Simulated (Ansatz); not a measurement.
**NbN, element substitutions**

Start from NbN in the rock salt structure (space group Fm-3m, No. 225).

```
CELL_PARAMETERS angstrom
      0.00000     2.19004     2.19004
      2.19004     0.00000     2.19004
      2.19004     2.19004     0.00000
ATOMIC_POSITIONS crystal
  N  0.00000 0.00000 0.00000
  Nb 0.50000 0.50000 0.50000
```

Each row replaces one element on all its sites; cell and atoms are relaxed.

Calculations: DFT with PBEsol, PAW potentials and a 420 eV plane-wave cutoff in Ansatz (a quantum-chemistry and plane-wave program), spin-orbit coupling left out.

| case | band gap | volume per atom |
|---|---|---|
| base | zero | 10.50 Å³ |
| Nb → Y | 0.08 eV | 14.31 Å³ |
| N → Cl | zero | 15.89 Å³ |
| Nb → Ta | zero | 10.47 Å³ |

Whether these cells are dynamically stable was not tested. As relaxed here, NbCl is a hypothetical phase, not in the database extracts checked. No Hubbard U is applied, and correlation can decide whether such a compound is a metal. All final runs are without spin polarisation. NbCl has a high density of states at the Fermi level and may be magnetic at this level. This is not the structure that TaN has at room temperature and ambient pressure. A zero or small gap of YN can be the functional's error rather than a property of the material.
